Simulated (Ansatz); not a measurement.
Step by step: formation energy of the neutral V_C in SiC (4H, P6₃mc)

This concerns the formation energy of the neutral V_C in SiC (4H, P6₃mc). Reaction: 64 SiC (4H) → cell A + C (graphite).

A: a supercell of 128 sites of SiC (4H, P6₃mc) with one empty C site amid 4 Si; spin state with PBE: run without spin.

Method: Ansatz (a first-principles code), PAW, neutral cells at 0 K with nuclei at rest, on structures from PBE+D3(BJ). Ansatz runs with its default PAW set. Other levels take these structures. The lattices are those relaxed with PBE+D3(BJ), so at other levels the solids can be strained. Larger cells are relaxed from a start prepared with the learned potential CHGNet till forces fall under 0.03 eV/Å, which some starts already meet. The PAW files were made for PBE and serve at the other functionals too. Space groups of crystals are read within 0.01 Å. Mesh and cell size may move defect energies by 0.1 eV or more. The value holds for the reservoirs listed; other chemical potentials shift it. Cell A has symmetry Cm within 0.02 Å and got no random move, so less symmetric positions, which may lie lower, weren't tried.

Total energies of the cells in eV, at zero smearing width. They compare only within one column; the weights balance every element.

| cell | atoms | weight | r2SCAN+D4 |
|---|---|---|---|
| A: SiC:V_C | 127 | +1 | -56804.41038 |
| C (graphite) | 4 | +1/4 | -1006.96431 |
| SiC (4H) | 128 | −1 | -57061.14880 |

r2SCAN+D4: (-56804.41038) + 1/4 × (-1006.96431) − (-57061.14880) = 4.997 eV.

What follows from the r2SCAN+D4 value: The value above is the C-rich limit, with C (graphite) as reservoir. The host forms with -0.33 eV/atom at this level, so before it gives way to its other element Δμ(C) can go down to -0.33 × 2 = -0.66 eV (other compounds may narrow the range). The defect releases 1 C, so the C-poor limit is 5.00 + 1 × (-0.66) = 4.34 eV.

With the reservoirs of the reaction as written, and without entropy terms or charged states, the share of sites that hold the defect in equilibrium is exp(−5.00 eV/k_BT) = 6.3×10^-26 at 1000 K.
